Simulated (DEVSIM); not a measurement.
Device: Mo/Al2O3/n-Ge capacitor, at 250 K.

Layer 1 from the left is Al2O3, thickness (nm) 9.90. Layer 2 from the left is Ge, thickness (nm) 1300, Nd (cm⁻³) 2e17.

Metal gate on the left, work function 4.6 eV. Fixed charge at the semiconductor interface 0 cm⁻² (in units of +e); no interface traps.

Constants are typed, rounded textbook-type inputs, not results; the design itself was drawn at random and stands for no fabricated device. Values at 300 K; Nc and Nv go as T^1.5, mobilities as T to minus their exponent, the gap by Varshni's rule with the affinity fixed.

Al2O3: gap (eV) 6.8, affinity (eV) 1.35, permittivity 9. Ge: gap (eV) 0.664, affinity (eV) 4, permittivity 16, Nc (cm⁻³) 1.04e19, Nv (cm⁻³) 6e18, Varshni α (eV/K) 0.000477, Varshni β (K) 235.

Task: Estimate by hand the flat-band voltage, the threshold voltage, and compare with a numerical solution.

Result: 
- Flat-band voltage: C = 0.805 μF/cm², work-function difference 0.521 V; VFB = φms − qNf/C = 0.52 V; numerical 0.52 V.
- Threshold voltage: φF = 0.268 V, depletion charge √(4εqNφF) = 2.21e-7 C/cm²; VT = VFB − 2φF − Qd/C = -0.29 V; numerical -0.29 V.

Simulated with DEVSIM: 1D Poisson equation in equilibrium, Boltzmann statistics, complete ionisation; no quantum confinement or tunnelling. Metal contacts follow the ideal Schottky-Mott rule: no Fermi-level pinning, no interface dipoles.
